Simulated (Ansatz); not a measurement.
# Hypothetical I4_132 Si: pressure series

Consider Si (space group I4_132, No. 214; a = 6.395 Å; a hypothetical phase, not in the database extracts checked).

Cell and atoms are relaxed at each pressure.

The values are results of PBEsol (Ansatz, a quantum-chemistry and plane-wave program), no spin-orbit coupling, not measurements.

```
P (GPa)  V (Å³/atom)
-------  -----------
-1.99         34.336
-1.00         33.452
0.30          32.484
0.70          32.217
1.50          31.716
3.01          30.879
4.99          29.936
7.49          28.926
10.00         28.058
```

Question: Fit a third-order Birch–Murnaghan equation of state.

Answer: Least squares on P(V) = (3B₀/2)[(V₀/V)^(7/3) − (V₀/V)^(5/3)]·[1 + (3/4)(B₀′ − 4)((V₀/V)^(2/3) − 1)] gives V₀ = 32.70 Å³/atom, B₀ = 46 GPa and B₀′ = 4.6.

Load acts through the strain it causes; cell and atoms are relaxed under it. Stability against distortions was not tested. Competing high-pressure phases were not computed.
